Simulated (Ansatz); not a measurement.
Pt under load (space group Fm-3m): band-structure transport figures

```xyz
1
Lattice="0.0000 1.9294 1.9294 1.9294 0.0000 1.9294 1.9294 1.9294 0.0000" Properties=species:S:1:pos:R:3 pbc="T T T"
Pt     0.0000     0.0000     0.0000
```

Method: PBEsol with spin-orbit coupling, rigid bands (plane waves, PAW; Ansatz, a first-principles code). Condition of this run: hydrostatic pressure 15 GPa with spin-orbit coupling (the target of the relaxation). Geometry: cell and atoms relaxed with PBEsol, then loaded as said.

The density of states at the Fermi level comes out as 1.61 states/(eV·cell), both spins and the bare Sommerfeld coefficient comes out as 3.8 mJ/(mol of atoms·K²). The drude plasma energy is 8.0 eV and the root-mean-square Fermi velocity comes out as 4.7e5 m/s. The resistivity times τ is 7.6 ×10⁻²² Ω·m·s and the resistivity times mean free path comes out as 4.0 ×10⁻¹⁶ Ω·m².

A metal at this level (no band gap); rigid bands, thermally averaged at 300 K, both spins. τ is one relaxation time for all states; the product of resistivity and mean free path takes one path for all states instead.
